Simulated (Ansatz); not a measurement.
LuAsO₄ (I4₁/amd, No. 141, 12 atoms in the cell; start COD 9011135), treated with r²SCAN+rVV10 (PAW; Ansatz, a quantum-chemistry and plane-wave program).

Numerical settings: plane-wave cutoff 560 eV, 8×8×8 k mesh, Fermi–Dirac smearing 0.01 eV, scalar-relativistic PAW data made under PBE.

Cell (relaxed at this level):

LuAsO4 is taken in the tetragonal space group I4₁/amd, origin choice 1 (No. 141), Pearson symbol tI24. Cell: a = 6.9295 Å, b = 6.9295 Å, c = 6.2248 Å, α = 90.00°, β = 90.00°, γ = 90.00°. Lu on 4a is coordinated by 4 O at 2.239 Å and 4 O at 2.377 Å. As on 4b has 4 O at 1.685 Å (tetrahedral). O on 16h sees 1 As at 1.685 Å and 1 Lu at 2.239 Å and 1 Lu at 2.377 Å. (Neighbours: up to the widest gap in distance over summed covalent radii, below 1.35, at either atom; cation-cation and far metal-metal contacts left out.)
(The calculation used a cell of 12 atoms; values per cell refer to that cell.)

### Question
Give the computed band gap and smallest direct gap on the k points sampled.

### Answer

- band gap = 4.70 eV
- smallest direct gap on the k points sampled = 4.72 eV

Note: the relaxation could not lower the start's symmetry, so a distorted cell can lie lower.

Spin–orbit coupling is not included.

The computed numbers hold no vibrational or temperature effects.
